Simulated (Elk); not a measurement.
A self-consistent single point of AgI (F-43m, 2 atoms in the cell) with Elk.

Method: LDA (PW92), all-electron FP-LAPW, Elk's shipped species files, APW+lo basis with extra local orbitals in Elk 10.2.4.

```yaml
crystal:
  lattice:
    - [0.00000, 3.25000, 3.25000]
    - [3.25000, 0.00000, 3.25000]
    - [3.25000, 3.25000, 0.00000]
  atoms:
    - { symbol: Ag, position: [0.00000, 0.00000, 0.00000] }
    - { symbol: I, position: [0.25000, 0.25000, 0.25000] }
```

Reference input (self-consistent single point, DFT, PBE, all-electron FP-LAPW, Elk's shipped species files, APW+lo basis with extra local orbitals): xctype = 20; rgkmax = 7.5; swidth = 0.00183747 Ha; ngridk = 9 9 9; tforce = true; gmaxvr = 18 1/bohr; lmaxapw = 10; lmaxo = 8; nxlo = 2; lorbcnd = true; lradstp = 2; nrmtscf = 2. This run's input differs from it in these lines:

```diff
@@ -2,5 +2,2 @@
   0
-
-xctype
-  20
```

The program printed (abridged):

```
│ Self-consistent loop started │
│ Loop number : 1 │
 total energy                :     -12430.3867224
│ Loop number : 2 │
 total energy                :     -12430.4658569
RMS change in Kohn-Sham potential (target) :   0.5335226668E-01 (  0.1000000000E-05)
Absolute change in total energy (target)   :   0.7913454711E-01 (  0.1000000000E-03)
│ Loop number : 3 │
 total energy                :     -12430.4549844
RMS change in Kohn-Sham potential (target) :   0.5113853625E-01 (  0.1000000000E-05)
Absolute change in total energy (target)   :   0.8911136032E-02 (  0.1000000000E-03)
│ Loop number : 4 │
   [... lines left out ...]
Absolute change in total energy (target)   :   0.2091129440E-02 (  0.1000000000E-03)
│ Loop number : 12 │
 total energy                :     -12425.7416807
RMS change in Kohn-Sham potential (target) :   0.4334662817E-06 (  0.1000000000E-05)
Absolute change in total energy (target)   :   0.3568371176E-03 (  0.1000000000E-03)
│ Loop number : 13 │
 total energy                :     -12425.7417111
RMS change in Kohn-Sham potential (target) :   0.1199633259E-06 (  0.1000000000E-05)
Absolute change in total energy (target)   :   0.5876641808E-04 (  0.1000000000E-03)
Convergence targets achieved

│ Loop number : 14 │

Energies :
 Fermi                       :     0.106996335944
 total energy                :     -12425.7417129

Density of states at Fermi energy :   0.2331931315E-03
 (states/Hartree/unit cell)

Estimated indirect band gap :   0.3823516471E-01
 from k-point      1 to k-point      1
Estimated direct band gap   :   0.3823516471E-01
 at k-point      1

Charges :
 core                        :    64.00000000
 valence                     :    36.00000000
 interstitial                :    3.151157286
 muffin-tins (core leakage)
  species :    1 (Ag)
   atom    1                 :    45.90413288     (  0.1266723615E-08)
  species :    2 (I)
   atom    1                 :    50.94470983     (  0.2044163413E-03)
 total in muffin-tins        :    96.84884271
   [... lines left out ...]
   total force               :     0.00000000    0.00000000    0.00000000
   total magnitude           :     0.00000000
 species :    2 (I)
  atom :    1
   Hellmann-Feynman          :    -0.00000000    0.00000000    0.00000000
   IBS                       :     0.00000000   -0.00000000   -0.00000000
   total force               :    -0.00000000   -0.00000000   -0.00000000
   total magnitude           :     0.00000000
```

The run converged in 14 iterations. The count includes the last loop, which Elk runs after its targets are met. Against the reference run the gap on the mesh goes from 1.310 to 1.040 eV.

The starting cell has typed, rounded lattice constants, without a prior relaxation at this level. Spin-orbit coupling is off. Values depend on the basis (sphere radii, cutoffs, local orbitals), which need not be converged.
